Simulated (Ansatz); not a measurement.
Consider the following.

```xyz
5
Lattice="3.8522 0.0000 0.0000 -1.9261 3.3361 0.0000 0.0000 0.0000 6.1120" Properties=species:S:1:pos:R:3 pbc="T T T"
La     1.9261     1.1120     4.6069
La     0.0000     2.2240     1.5050
O      1.9261     1.1120     2.1643
O      0.0000     2.2240     3.9476
O      0.0000     0.0000     0.0000
```

Space group of this cell: P-3m1. The cell is strained (lengths across the current scaled by 0.98, ions clamped); by r2SCAN its mean pressure is 7.4 GPa.

Transport runs along the normal of the first two printed cell vectors, the (001) (indices of the unstrained crystal) plane of the conventional cell.

The gap is the functional's own, uncorrected, and κ follows it; spin-orbit coupling is left out. Mid-gap values are interpolated between the computed energies.

State the band gap and the smallest decay constant κ at mid-gap according to Ansatz (an electronic-structure program) with r2SCAN.

Gap 4.27 eV on a 12×12×6 mesh; κ = 0.431 1/Å, at (0.500, 0.000) of the in-plane reciprocal vectors. At the zone centre, at the nearest computed energy, the slowest state has κ = 0.44 1/Å.
